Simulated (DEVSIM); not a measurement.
DEVSIM, 1D drift-diffusion, Boltzmann statistics, complete ionisation; no tunnelling, impact ionisation, image-force lowering or self-heating. Band offsets follow the typed affinities; no thermionic-emission limit at abrupt steps, no polarisation charge.

Device: double heterostructure, GaAs between p- and n-type Al0.4Ga0.6As, at 400 K.

```
layer (left to right)      material  thickness (μm)  Nd (cm⁻³)  Na (cm⁻³)  τn (s)  τp (s)
---------------------  ------------  --------------  ---------  ---------  ------  ------
1                      Al0.4Ga0.6As           0.770     1.7e17          -  3.8e-9  3.8e-9
2                              GaAs          0.0670          -     2.3e15  3.8e-9  3.8e-9
3                      Al0.4Ga0.6As           0.270          -     1.8e17  3.8e-9  3.8e-9
```

Left contact: ohmic. Right contact: ohmic. Voltage is applied to the left contact. Recombination: SRH at mid-gap, radiative. Mobility is constant in doping. Where it depends on doping, it is μmin + (μ − μmin)/(1 + (N/Nref)^α).

Constants are typed, rounded textbook-type inputs, not results; the design itself was drawn at random and stands for no fabricated device. Values at 300 K; Nc and Nv go as T^1.5, mobilities as T to minus their exponent, the gap by Varshni's rule with the affinity fixed. The table also holds parameters that only a changed run uses.

| parameter | Al0.4Ga0.6As | GaAs |
|---|---|---|
| gap (eV) | 1.9228 | 1.424 |
| affinity (eV) | 3.754 | 4.07 |
| permittivity | 11.76 | 12.9 |
| Nc (cm⁻³) | 7.93e17 | 4.7e17 |
| Nv (cm⁻³) | 9e18 | 9e18 |
| μn (cm²/Vs) | 3220 | 8500 |
| μp (cm²/Vs) | 158 | 400 |
| μn,min | 500 | 500 |
| μp,min | 20 | 20 |
| Nref,n | 6e16 | 6e16 |
| Nref,p | 1.5e17 | 1.5e17 |
| αn | 0.39 | 0.39 |
| αp | 0.38 | 0.38 |
| T exponent of μn | 2.1 | 2.1 |
| T exponent of μp | 2.2 | 2.2 |
| B (cm³/s) | 2e-10 | 2e-10 |
| Cn (cm⁶/s) | 1e-30 | 1e-30 |
| Cp (cm⁶/s) | 1e-30 | 1e-30 |
| Varshni α (eV/K) | 0.000541 | 0.000541 |
| Varshni β (K) | 204 | 204 |

One input was changed, with this effect: dark forward voltage at 100 A/cm² 1.243 → 1.128 V; potential step across the device at zero bias 1.658 → 1.526 V; dark forward voltage at 1 A/cm² 1.003 → 0.830 V.

Question: Which change was it?
A) minority lifetime in layer 3 3.8e-09 → 3.8e-10 s
B) temperature 400 → 500 K
C) doping-dependent mobility in place of the constant one
D) minority lifetime in layer 2 3.8e-09 → 3.8e-08 s
E) Auger recombination switched on
F) thickness of layer 3 0.27 → 0.16 μm

Answer: B, temperature 400 → 500 K
